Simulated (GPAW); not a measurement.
Input and output of a self-consistent single point for Co2As (P-6m2, 3 atoms in the cell) (GPAW)

Method of the run: PBEsol, GPAW PAW datasets PBEsol (made by gpaw-setup) (plane waves; GPAW).

This input was run:

```python
from ase import Atoms
from ase.units import GPa
from gpaw import GPAW

atoms = Atoms(['Co', 'Co', 'As'],
              cell=[[3.849426, 0.000000, 0.000000],
                    [-1.924713, 3.333701, 0.000000],
                    [0.000000, 0.000000, 2.713848]],
              scaled_positions=[[0.666667, 0.333333, 0.000000],
                                [0.333333, 0.666667, 0.500000],
                                [0.000000, 0.000000, 0.500000]],
              pbc=True)

atoms.set_initial_magnetic_moments([3.0, 3.0, 0.0])

calc = GPAW(spinpol=True,
            mode={'name': 'pw', 'ecut': 800},
            xc='PBEsol',
            kpts={'size': (7, 7, 8), 'gamma': True},
            occupations={'name': 'fermi-dirac', 'width': 0.1},
            nbands=-11,
            symmetry={'symmorphic': False, 'tolerance': 0.0005},
            maxiter=120,
            txt='-')

atoms.calc = calc

energy = atoms.get_potential_energy()
print('Energy (eV):', round(energy, 6))
forces = atoms.get_forces()
print('Forces (eV/Ang):')
print(forces.round(5))
stress = atoms.get_stress()
print('Stress (GPa, Voigt):', (stress / GPa).round(4))
```

Output (repeated stretches shortened):

```
Input parameters:
  kpts: {gamma: True,
         size: (7, 7, 8)}
  maxiter: 120
  mode: {ecut: 800,
         name: pw}
  nbands: -11
  occupations: {name: fermi-dirac,
                width: 0.1}
  spinpol: True
  symmetry: {symmorphic: False,
             tolerance: 0.0005}
  xc: PBEsol

species:
  Co:
    name: Cobalt
    Z: 27.0
    valence: 9
    core: 18
    charge: 0.0
    file: Co.PBEsol.gz

    # Using partial waves for Co as LCAO basis

  As:
    name: Arsenic
    Z: 33.0
    valence: 5
    core: 28
    charge: 0.0
    file: As.PBEsol.gz

    # Using partial waves for As as LCAO basis

Reference energy: -137197.164063  # eV

Spin-polarized calculation.
Initial magnetic moment: 6.000000

Convergence criteria:
 Maximum [total energy] change in last 3 cyles: 0.0005 eV / valence electron
 Maximum integral of absolute [dens]ity change: 0.0001 electrons / valence electron
 Maximum integral of absolute [eigenst]ate change: 4e-08 eV^2 / valence electron
 Maximum number of scf [iter]ations: 120

Symmetries present (total): 12
Symmetries with fractional translations: 0
392 k-points: 7 x 7 x 8 Monkhorst-Pack grid + [0.000000,0.000000,1/16]
40 k-points in the irreducible part of the Brillouin zone
       k-points in crystal coordinates                weights
   0:     0.00000000    0.00000000    0.00000000          1/392
   1:     0.00000000    0.00000000    0.12500000          2/392
   2:     0.00000000    0.00000000    0.25000000          2/392
   [... 7 lines left out ...]
          ...
  39:     0.42857143    0.42857143    0.50000000          6/392

Wave functions: Plane wave expansion
  Cutoff energy: 800.000 eV
  Number of coefficients (min, max): 1770, 1824
  Pulay-stress correction: 0.000000 eV/Ang^3 (de/decut=0.000000)

Occupation numbers: Fermi-Dirac:
  width: 0.1000  # eV

Eigensolver

Densities:
  Coarse grid: 27*27*18 grid
  Fine grid: 54*54*36 grid
  Total Charge: 0.000000

Density mixing:
  Method: difference
  Backend: pulay
  Linear mixing parameter: 0.05
  old densities: 5
  Damping of long wavelength oscillations: 50

Hamiltonian:
  XC and Coulomb potentials evaluated on a 54*54*36 grid
  External potential:
    NoExternalPotential

XC parameters: PBEsol with 2 nearest neighbor stencil

Number of atoms: 3
Number of atomic orbitals: 22
Number of bands in calculation: 25
Number of valence electrons: 23
Bands to converge: occupied

Density initialized from atomic densities
  22 bands from LCAO basis set
  3 bands from random numbers

Atomic positions and initial magnetic moments

Positions:
   0 Co     1.924715    1.111233    0.000000    ( 0.0000,  0.0000,  3.0000)
   1 Co    -0.000002    2.222468    1.356924    ( 0.0000,  0.0000,  3.0000)
   2 As     0.000000    0.000000    1.356924    ( 0.0000,  0.0000,  0.0000)

Unit cell:
           periodic     x           y           z      points  spacing
  1. axis:    yes    3.849426    0.000000    0.000000    27     0.1235
  2. axis:    yes   -1.924713    3.333701    0.000000    27     0.1235
  3. axis:    yes    0.000000    0.000000    2.713848    18     0.1508

  Lengths:   3.849426   3.849426   2.713848
  Angles:   90.000000  90.000000 119.999998

Effective grid spacing dv^(1/3) = 0.1385

     iter     time        total  log10-change:  magmom
                         energy   eigst   dens
iter:   1 --:--:--   -22.205815                   +6.0078
iter:   2 --:--:--   -23.025847   -1.09  -1.36    +3.7371
iter:   3 --:--:--   -23.070949   -1.80  -1.39    +1.8382
iter:   4 --:--:--   -23.026591   -2.34  -1.52    +1.7061
iter:   5 --:--:--   -23.087799   -2.54  -1.64    +1.6873
iter:   6 --:--:--   -23.032349   -2.04  -1.71    +1.6726
iter:   7 --:--:--   -22.975957   -3.00  -1.91    +1.6836
iter:   8 --:--:--   -22.994025   -3.29  -2.08    +1.6474
iter:   9 --:--:--   -22.972614   -3.48  -2.24    +1.6404
iter:  10 --:--:--   -22.973074   -4.83  -2.87    +1.6057
iter:  11 --:--:--   -22.973355c  -4.44  -2.91    +1.5189
iter:  12 --:--:--   -22.973440c  -5.19  -2.93    +1.5071
iter:  13 --:--:--   -22.973449c  -5.06  -2.97    +1.5044
iter:  14 --:--:--   -22.973427c  -5.37  -3.05    +1.5100
iter:  15 --:--:--   -22.973485c  -5.50  -3.11    +1.4974
iter:  16 --:--:--   -22.973378c  -5.54  -3.20    +1.4958
iter:  17 --:--:--   -22.973384c  -7.46c -3.67    +1.4961
iter:  18 --:--:--   -22.973406c  -6.62  -3.70    +1.4975
iter:  19 --:--:--   -22.973389c  -7.03  -3.82    +1.4982
iter:  20 --:--:--   -22.973391c  -7.23  -3.90    +1.4974
iter:  21 --:--:--   -22.973367c  -6.70  -4.13c   +1.4941
iter:  22 --:--:--   -22.973376c  -6.41  -4.24c   +1.4995
iter:  23 --:--:--   -22.973354c  -6.34  -3.86    +1.5044
iter:  24 --:--:--   -22.973365c  -7.25  -3.86    +1.5020
iter:  25 --:--:--   -22.973371c  -7.45c -4.05c   +1.5009

Converged after 25 iterations.

Dipole moment: (0.136489, -0.078802, -0.000000) |e|*Ang

Total magnetic moment: (0.000000, 0.000000, 1.500859)
Local magnetic moments:
   0 Co ( 0.000000,  0.000000,  0.950180)
   1 Co ( 0.000000,  0.000000,  0.604098)
   2 As ( 0.000000,  0.000000, -0.012576)

Energy contributions relative to reference atoms: (reference = -137197.164063)

Kinetic:        +44.304800
Potential:      -35.289068
External:        +0.000000
XC:             -31.747017
Entropy (-ST):   -0.122368
Local:           -0.180901
SIC:             +0.000000
--------------------------
Free energy:    -23.034555
Extrapolated:   -22.973371

Spin contamination: 0.077413 electrons
Showing only first 2 kpts
                      Up                     Down
 Kpt  Band  Eigenvalues  Occupancy  Eigenvalues  Occupancy
  0     9     10.96042    0.99951     11.76662    0.39337
  0    10     10.96044    0.99951     11.76663    0.39334
  0    11     12.91944    0.00001     13.33549    0.00000
  0    12     14.40547    0.00000     14.91520    0.00000

  1     9     11.02368    0.99909     11.81463    0.28632
  1    10     11.02369    0.99909     11.81464    0.28630
  1    11     13.01205    0.00000     13.38681    0.00000
  1    12     13.63801    0.00000     13.76336    0.00000

Fermi level: 11.72330

No gap
No difference between direct/indirect transitions
Energy (eV): -22.973371

Forces in eV/Ang:
  0 Co    0.00000    0.00000    0.00000
  1 Co    0.00000    0.00000    0.00000
  2 As   -0.00000    0.00000    0.00000

Stress tensor:
    -0.024377    -0.000000     0.000000
    -0.000000    -0.024377     0.000000
     0.000000     0.000000    -0.006753
Stress (GPa, Voigt): [-3.9057 -3.9057 -1.082   0.      0.     -0.    ]
```

The run converged in 25 iterations. GPAW prints stress with tension positive.

The starting cell comes from a database of computed structures (which also holds hypothetical and non-ambient phases and stackings), without a prior relaxation at this level. Its lattice was rescaled by a random factor within 2.5 % of one. The magnetic order is the one reached from the typed start; others were not searched systematically.

Cost on one core of a shared machine: roughly 3 min.
